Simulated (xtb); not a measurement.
xtb 6.7.1, GFN2-xTB: Fe(hfac)(k2OAc) (CC1[O][Fe]2([O]C(=CC(=[O]->2)C(F)(F)F)C(F)(F)F)<-[O]=1), charge 0, multiplicity 5, 22 atoms. The geometry is a generated start, not checked to be a minimum at this level.

```json
{
 "method": "GFN2-xTB",
 "--acc": "1 (default)",
 "--etemp (K)": "300 (default)",
 "detailed input (--input)": "none: ANC optimiser, Lindh (1995) Hessian, microcycle=20, maxdispl=1.0, hlow=0.01 (default)",
 "basis_functions": "82",
 "valence_electrons": "106"
}
```

```xyz
22

Fe    -1.0271     0.0280    -0.4826
F      1.9729     3.0743     1.6608
C      2.5713     2.3314     0.7276
F      3.7845     2.0184     1.1948
F      2.7564     3.1094    -0.3439
C      1.7125     1.0958     0.3681
C      2.3221    -0.1583     0.4574
C      1.6249    -1.3365     0.1669
C      2.4589    -2.6309     0.3217
F      1.7577    -3.7213     0.0320
F      3.5316    -2.6152    -0.4831
F      2.9201    -2.7671     1.5725
O      0.4358    -1.4625    -0.1919
O      0.5365     1.3491     0.0222
H      3.3523    -0.2284     0.7653
C     -5.0529     0.3429    -0.8882
C     -3.5611     0.2080    -0.7545
O     -2.8217     0.2222    -1.7756
O     -3.0378     0.0684     0.3853
H     -5.4550     0.8445    -0.0131
H     -5.2972     0.8824    -1.7979
H     -5.4846    -0.6547    -0.9436
```

Charge 0 and multiplicity 5 are set for this test and not shown to be the ground state. GFN-xTB has no spin term: --uhf 4 sets the occupations alone.

The structure is relaxed from this start with --opt LEVEL for the levels crude, sloppy, loose, lax, normal, tight, vtight, extreme, once each. Up to the end of the extreme run atoms move by at most 0.92 Å along an axis.

Which level is enough to come within 1 meV of the tightest end point?

tight: 55 cycles against 68, ending 0.21 meV above.

```tsv
level	cycles	energy above the extreme run (meV)	gradient norm (eV/Å)
crude	1	17	0.11
sloppy	1	17	0.11
loose	1	17	0.11
lax	1	17	0.11
normal	46	1.3	0.036
tight	55	0.21	0.018
vtight	65	under 0.01	0.0039
extreme	68	—	0.0011
```
